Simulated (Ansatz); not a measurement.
The starting structures come from a database of crystals and need not be the phases stable at ambient conditions.

 Where the default PAW files enter, the runs use the earlier of Ansatz's two default sets.

Here is the system:

```yaml
crystal:
  lattice:
    - [4.16811, 0.00000, 0.00000]
    - [-2.08406, 3.60969, 0.00000]
    - [0.00000, 0.00000, 6.83999]
  atoms:
    - { symbol: In, position: [0.66667, 0.33333, 0.50020] }
    - { symbol: In, position: [0.33333, 0.66667, 0.00020] }
    - { symbol: P, position: [0.66667, 0.33333, 0.87480] }
    - { symbol: P, position: [0.33333, 0.66667, 0.37480] }
```

Space group of this cell: P6_3mc, wurtzite. The cell is taken as given.

All values below come from r2SCAN (plane waves, PAW; Ansatz, an electronic-structure program).

The current runs along the normal of the first two printed vectors; no spin-orbit coupling. Scaled by the factor s: the length along the current (ions clamped). The meshes follow the cell: 12×12×6 and 12×12 across at s = 0.97, 12×12×6 and 12×12 across at s = 1.00, 12×12×4 and 12×12 across at s = 1.03.

```csv
s,mean pressure (GPa),slowest mid-gap decay constant κ (1/Å)
0.97,2.5,0.086
1.00,0.1,0.073
1.03,-1.7,?
```

Q: Take the slope of the slowest mid-gap decay constant κ against ln s from the two given rows, extrapolate to s = 1.03, and say what the run there gives.

A: Slope = (0.086 − 0.073) / ln 0.97 = -0.427 1/Å. The line gives 0.073 + (-0.427) × ln 1.03 = 0.060 1/Å. The run gives 0.060 1/Å, as the line does.
